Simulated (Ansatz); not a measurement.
Levels about the gap of amorphous Si₂₄O₄₈Ni (73 atoms in a cell of 1082 Å³, 2.30 g/cm³; zone centre alone, so wide bands show as single levels with stretches between that a denser mesh fills), at the geometry that PBE relaxed, where it gives -0.1 GPa on a denser mesh. Exact exchange is cut at the faces of this small cell, which leaves a finite-size error. The participation number counts the atoms over which a state spreads; weights are charges in smoothed Voronoi cells. The levels come from a single point, so bond lengths are those of that geometry. Method of the levels: HSE06, scalar-relativistic without spin-orbit coupling (Ansatz, a program for electronic structure). Sampling: the zone centre alone; Fermi-Dirac width 0.01 eV; collinear spin, started from moments on atoms; no Hubbard U, moments started parallel, and no other order was tried (at the end a net moment of 2.0 μB). In the spin-polarised cell the level spacing at the Fermi energy can part levels of unlike spin. At PBE the levels at both edges of the gap are localised (band-tail or defect states), and the nearest spread-out levels lie 5.3 eV apart at the zone centre.

The cell was made by melting and quenching with the CHGNet potential and then relaxed with DFT. O atoms were pushed apart under 1.9 Å during the dynamics, to hinder bonds among them. The hot cell started wider than the set density and was brought back towards it in steps. It is the lowest in DFT energy of 2 quenches. It is a model cell: composition and starting density were chosen by hand, and all elements were melted together. No dispersion term was used. Its density started from a set value of 2.27 and ended at 2.30 g/cm³. The simulated quench (nominally 400 K/ps over its main leg) is rapid and tends to freeze in more defects than a deposited or slowly cooled glass has. A cell of this size samples the disorder only roughly. The volume was free in the relaxation, at fixed shape. Stress components on the final sampling reach 2.4 GPa.

```json
[
 {"E - E(highest filled), eV": "-0.78", "filling": "filled", "spin": "up", "participation number": "2.0", "largest on": "Ni, 4 neighbours", "weight Ni": "0.65", "weight O": "0.32", "weight Si": "0.02"},
 {"E - E(highest filled), eV": "-0.77", "filling": "filled", "spin": "dn", "participation number": "1.3", "largest on": "Ni, 4 neighbours", "weight Ni": "0.86", "weight O": "0.11", "weight Si": "0.03"},
 {"E - E(highest filled), eV": "-0.72", "filling": "filled", "spin": "up", "participation number": "1.9", "largest on": "Ni, 4 neighbours", "weight Ni": "0.70", "weight O": "0.26", "weight Si": "0.03"},
 {"E - E(highest filled), eV": "-0.69", "filling": "filled", "spin": "dn", "participation number": "1.3", "largest on": "Ni, 4 neighbours", "weight Ni": "0.87", "weight O": "0.11", "weight Si": "0.02"},
 {"E - E(highest filled), eV": "-0.17", "filling": "filled", "spin": "up", "participation number": "2.5", "largest on": "Si, 3 neighbours", "weight Ni": "0.00", "weight O": "0.36", "weight Si": "0.64"},
 {"E - E(highest filled), eV": "-0.17", "filling": "filled", "spin": "dn", "participation number": "1.7", "largest on": "Ni, 4 neighbours", "weight Ni": "0.75", "weight O": "0.23", "weight Si": "0.02"},
 {"E - E(highest filled), eV": "0.00", "filling": "filled", "spin": "dn", "participation number": "1.5", "largest on": "Ni, 4 neighbours", "weight Ni": "0.81", "weight O": "0.15", "weight Si": "0.04"},
 {"E - E(highest filled), eV": "3.09", "filling": "empty", "spin": "dn", "participation number": "3.6", "largest on": "Si, 3 neighbours", "weight Ni": "0.00", "weight O": "0.42", "weight Si": "0.57"},
 {"E - E(highest filled), eV": "4.07", "filling": "empty", "spin": "up", "participation number": "58.6", "largest on": "Ni, 4 neighbours", "weight Ni": "0.04", "weight O": "0.68", "weight Si": "0.28"},
 {"E - E(highest filled), eV": "4.25", "filling": "empty", "spin": "dn", "participation number": "40.0", "largest on": "Si, 3 neighbours", "weight Ni": "0.04", "weight O": "0.61", "weight Si": "0.35"},
 {"E - E(highest filled), eV": "4.89", "filling": "empty", "spin": "dn", "participation number": "1.8", "largest on": "Ni, 4 neighbours", "weight Ni": "0.74", "weight O": "0.18", "weight Si": "0.08"},
 {"E - E(highest filled), eV": "5.25", "filling": "empty", "spin": "up", "participation number": "18.8", "largest on": "Si, 5 neighbours", "weight Ni": "0.11", "weight O": "0.53", "weight Si": "0.36"},
 {"E - E(highest filled), eV": "5.35", "filling": "empty", "spin": "dn", "participation number": "15.1", "largest on": "Ni, 4 neighbours", "weight Ni": "0.19", "weight O": "0.49", "weight Si": "0.31"},
 {"E - E(highest filled), eV": "5.54", "filling": "empty", "spin": "up", "participation number": "34.0", "largest on": "Ni, 4 neighbours", "weight Ni": "0.07", "weight O": "0.58", "weight Si": "0.35"}
]
```

Most localised among these is the filled level at -0.69 eV, on a Ni atom, which has 4 neighbours (O 1.77 Å, O 1.99 Å, O 2.07 Å, Si 2.39 Å).
